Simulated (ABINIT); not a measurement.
## Pressure against volume in hcp Ti (space group 194) (ABINIT, LDA)

```
Ti
1.0
    2.83527     0.00000     0.00000
   -1.41763     2.45541     0.00000
    0.00000     0.00000     4.49798
Ti
2
Direct
  0.66667   0.33333   0.75000
  0.33333   0.66667   0.25000
```

Computed with LDA (PW92), norm-conserving pseudopotentials (PseudoDojo nc-sr-04 LDA standard) (plane waves; ABINIT). Settings: pseudos = [Ti.upf]; ecut = 1497 eV; ixc = 7; occopt = 3; tsmear = 0.05 eV; ngkpt = 17 17 9; nshiftk = 1; shiftk = 0 0 0; potentials = PseudoDojo nc-sr-04 LDA standard; nband = 17; kptopt = 1; nstep = 50; tolvrs = 1e-10. The cell above is the first row's. The rows scale it uniformly. In all rows fractional positions and the k mesh are held.

```
V (Å^3/atom)  P (GPa)
------------  -------
15.657           3.84
15.997           0.94
16.338          -1.70
16.678          -4.11
17.018          -6.29
17.359          -8.28
17.699         -10.08
18.039         -11.72
18.380              ?
```

Task: Fit P against V with a cubic, and predict the withheld value at V = 18.380.

Result: With u = V - 16.8, the rows have u = -1.1430, -0.8030, -0.4620, -0.1220, 0.2180, 0.5590, 0.8990, 1.2390. Least squares gives P = -4.915 - 6.5073·u + 0.9171·u² - 0.0790·u³. Residuals (row less fit): 0.001, -0.003, 0.005, -0.003, 0.001, 0.000, 0.001, 0.000; standard error 0.003 (degrees of freedom: 4). The fitted pressure is zero at V0 = 16.11, where dP/dV = -7.875, so B0 = -V0·dP/dV = 127 GPa. At the withheld row, u = 1.5800, so P = -4.915 - 6.5073 × 1.5800 + 0.9171 × 1.5800² - 0.0790 × 1.5800³ = -13.219 GPa. The calculation gives -13.20 GPa, 0.019 GPa above the prediction (0.1 % of the range of P in the table). The row lies outside the fitted rows, so this is an extrapolation. From the scatter of the fitted rows alone, a prediction at this place has a standard error of 0.009 GPa, so the miss is 2.2 times that.

Carrying the step between the two nearest rows on in a straight line would have given -13.36, off by 0.16; series whose last step already gives the withheld value aren't shown. The scan was laid around a cell of about the measured size, scaled by a guess for this functional; axis ratios and inner coordinates come from that cell. The runs keep the symmetry of the cell, so they don't test it for distortions. Spin polarisation is off. The shape of the cell and the inner coordinates aren't relaxed, so V0 and B0 belong to this uniform scaling; a relaxed crystal lies no higher in energy and is usually softer. Cutoffs and mesh are single choices, not tested for convergence of this quantity. Series with a scatter that would blur these digits, or in which a gap closes, are not shown.
